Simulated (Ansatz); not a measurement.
**Response to strain in hypothetical cubic perovskite KMnBr3**

Start from KMnBr$_{3}$ in the cubic perovskite structure (space group Pm-3m, No. 221; a = 5.2547 Å; ferromagnetic; a hypothetical phase, not in the database extracts checked). Axes: x, y, z lie along the cube axes.

Strains are applied to the cell and any free atomic positions relax; under biaxial strain the out-of-plane vector relaxes too.

Level of theory: PBEsol (Ansatz, a program for electronic structure, PAW, scalar-relativistic without spin-orbit coupling).

Notes on the quantities. energy relative to the base: free energy F.

| variant | band gap | largest site moment | energy relative to the base | space group | pressure |
|---|---|---|---|---|---|
| base | 0.60 eV | 4.37 μB | 0 meV/atom | Pm-3m (No. 221) | 0.00 GPa |
| biaxial strain −3.47 %, plane normal [110], relaxed out of plane | 0.23 eV | 4.30 μB | +12 meV/atom | Cmmm (No. 65) | 1.37 GPa |
| isotropic strain −3.33 % | zero | 4.21 μB | +31 meV/atom | Pm-3m (No. 221) | 3.7 GPa |
| uniaxial strain ε_yy = −5.92 % | zero | 4.22 μB | +21 meV/atom | P4/mmm (No. 123) | 2.3 GPa |
| uniaxial strain ε_yy = −2.77 % | 0.31 eV | 4.31 μB | +4.2 meV/atom | P4/mmm (No. 123) | 1.0 GPa |
| uniaxial strain ε_yy = −1.45 % | 0.45 eV | 4.34 μB | +1.1 meV/atom | P4/mmm (No. 123) | 0.5 GPa |

The mesh was chosen for an insulator and is coarse for the gapless case. Stability against distortions was not tested. No Hubbard U is applied and the magnetic state is the run's own (KMnBr3 ferromagnetic); other magnetic orders, which need larger cells, were not tried and can change the gap. Where the two band edges lie in opposite spin channels, the gap is a spin-flip gap. Many cubic perovskites are stable only at high temperature; tilts and polar distortions were not tested. The zero or small gap of KMnBr3 under biaxial strain −3.47 %, plane normal [110], relaxed out of plane can change with the level of theory.
